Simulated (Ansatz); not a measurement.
The parent structure is ZnS in the wurtzite structure (space group P6_3mc, No. 186; a = 3.845 Å, c = 6.306 Å). Axes: x lies along a and z along c of the hexagonal cell.

Method: plane-wave PAW DFT at the PBE level (Ansatz, a program for electronic structure, 420 eV), scalar-relativistic without spin-orbit coupling, earlier PAW set.

Before the change:

| Property | Value |
|---|---|
| Valence-band top at Γ | 0.00, 0.00, -0.07 eV |
| Shortest interatomic distance | 2.357 Å |

Modification: biaxial strain +3.88 %, plane normal [001], relaxed out of plane (Cartesian); in-plane vectors clamped, the third vector and the atoms free.

Task: Predict the new valence-band top at Γ.

Result: The valence-band top at Γ (three highest levels, from the VBM) changes from 0.00, 0.00, -0.07 eV to 0.00, -0.14, -0.14 eV.

Task: Predict the new hole mass.

Result: The hole mass comes out as 0.15 mₑ out of plane, 1.5 mₑ in plane (at Γ).

Task: What does the calculation give for the shortest interatomic distance after the change?

Result: The shortest interatomic distance grows by 0.013 Å (2.357 Å → 2.370 Å).

Task: How does this affect the ratio −ε⊥/ε∥?

Result: The ratio −ε⊥/ε∥ amounts to 0.54.

The levels and masses belong to the bands next to the band gap. Masses are band curvatures over ±0.01 Å⁻¹ around the edge. No phonon test of stability was made.
